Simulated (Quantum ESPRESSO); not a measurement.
**Short convergence ladders for the (001) slab of SnSe2 (cut from a parent of space group no. 164; 3 atoms in the cell)**

```
CELL_PARAMETERS angstrom
      3.79857     0.00000     0.00000
     -1.89928     3.28966     0.00000
      0.00000     0.00000    17.06080
ATOMIC_POSITIONS crystal
  Sn 0.00000 0.00000 0.50000
  Se 0.33333 0.66667 0.58970
  Se 0.66667 0.33333 0.41030
```

Base method: LDA (PZ), GBRV 1.5 ultrasoft (LDA) pseudopotentials (plane waves; Quantum ESPRESSO).

Base settings: ecutwfc = 40 Ry; ecutrho = 200 Ry; occupations = smearing; smearing = fd; degauss = 0.0036749 Ry; potentials = {Sn: sn_lda_v1.4.uspp.F.UPF, Se: se_lda_v1.uspp.F.UPF}; K_POINTS = automatic 3 3 1 0 0 0; conv_thr = 1e-10 Ry; mixing_beta = 0.3.

The count of work is k-points × plane waves × bands × iterations; it is no time. Core times come from one kind of shared machine, to one figure; runs under 30 s give none.

**The vacuum**

The mesh stays at the base's, so the ladder's end is converged at best in this setting alone.

Only quantities that move along the ladder and can be compared are tabulated; the gap is left out on so coarse a mesh.

| vacuum between outermost atoms (Å) | free energy less the last step's (meV/atom) | largest difference of a force vector from the last step's (eV/Å) | count of work / last |
|---|---|---|---|
| 3.0 | -92.59 | 0.558 | 0.16 |
| 5.0 | 6.66 | 0.008 | 0.21 |
| 7.0 | 1.43 | 0.002 | 0.26 |
| 10.0 | 0.05 | 0.000 | 0.34 |
| 14.0 | 0.03 | 0.000 | 0.52 |
| 30.0 | 0.00 | 0.000 | 1.0 |

Smallest vacuum between outermost atoms (Å) that holds the free energy within 1 meV/atom of the last step, with all finer ones: 10.0, at 0.34 of the last step's count of work; the step before is off by 1.4 meV/atom.

Smallest vacuum between outermost atoms (Å) that holds the forces within 0.01 eV/Å of the last step, with all finer ones: 5.0, at 0.21 of the last step's count of work; the step before is off by 0.56 eV/Å.

**The k-point mesh**

Only quantities that move along the ladder and can be compared are tabulated.

```csv
K_POINTS,free energy less the last step's (meV/atom),largest difference of a force vector from the last step's (eV/Å),count of work / last,core time / last (rough)
automatic 2 2 1 0 0 0,687.23,0.303,0.054,0.3
automatic 3 3 1 0 0 0,154.25,0.211,0.087,–
automatic 5 5 1 0 0 0,12.91,0.027,0.12,0.3
automatic 7 7 1 0 0 0,1.76,0.005,0.20,0.4
automatic 19 19 1 0 0 0,0.00,0.000,1.0,1
```

Coarsest K_POINTS that holds the forces within 0.01 eV/Å of the last step, with all finer ones: automatic 7 7 1 0 0 0, at 0.20 of the last step's count of work and about 0.4 of the last step's time; the step before is off by 0.027 eV/Å.

Coarsest K_POINTS that holds the free energy within 5 meV/atom of the last step, with all finer ones: automatic 7 7 1 0 0 0, at 0.20 of the last step's count of work and about 0.4 of the last step's time; the step before is off by 13 meV/atom.

**The plane-wave cutoff**

Moved along: ecutrho.

The mesh stays at the base's, so the ladder's end is converged at best in this setting alone.

Only quantities that move along the ladder and can be compared are tabulated; the gap is left out on so coarse a mesh.

| ecutwfc | free energy less the last step's (meV/atom) | largest difference of a force vector from the last step's (eV/Å) | count of work / last |
|---|---|---|---|
| 20 Ry | 981.17 | 0.030 | 0.13 |
| 28 Ry | 276.88 | 0.001 | 0.21 |
| 40 Ry | 57.32 | 0.002 | 0.38 |
| 48 Ry | 35.96 | 0.000 | 0.47 |
| 80 Ry | 0.00 | 0.000 | 1.0 |

Coarsest ecutwfc that holds the free energy within 5 meV/atom: not settled: the last two steps still differ by 36 meV/atom, over half the tolerance, so the ladder does not show it.

Coarsest ecutwfc that holds the forces within 0.01 eV/Å of the last step, with all finer ones: 28 Ry, at 0.21 of the last step's count of work; the step before is off by 0.030 eV/Å.

On the base run: the starting cell has typed, rounded lattice constants, without a prior relaxation at this level. The slab is cut from that crystal, and its faces are unrelaxed. Its lattice was rescaled by up to half a per cent. Spin polarisation is off, though cut faces can carry moments; a gap of a slab can lie between surface states.
